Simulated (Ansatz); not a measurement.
The reference is SiO₂ (space group P4_12_12, No. 92; a = 4.980 Å, c = 6.918 Å). Axes: x, y, z lie along a, b, c of the conventional cell.

Now apply this change: tensile biaxial strain of 1.86 % in the plane normal to [001], as in epitaxy on a mismatched substrate; the out-of-plane cell vector and the atoms relax.

Computed with Ansatz (a program for electronic structure), r2SCAN, PAW, cutoff 500 eV, spin-orbit coupling left out.

Base, band edges from the VBM (valence, conduction): A -0.62, 9.98; M -0.54, 9.46; R -0.18, 8.90; X -0.50, 8.46; Z -0.40, 7.63; Γ 0.00, 6.35 eV.

Q: Give the band edges at the high-symmetry points of the new zone, measured from its valence-band maximum.

A: 
```
point  valence edge (eV)  conduction edge (eV)
-----  -----------------  --------------------
Γ                   0.00                  6.23
X                  -0.49                  8.28
M                  -0.57                  9.31
Z                  -0.43                  7.47
R                  -0.16                  8.74
A                  -0.66                  9.83
```

The gap is 6.23 eV, direct at Γ.

Gaps are Kohn–Sham eigenvalue differences; semilocal functionals usually give less than the measured gap. No phonon test of stability was made.
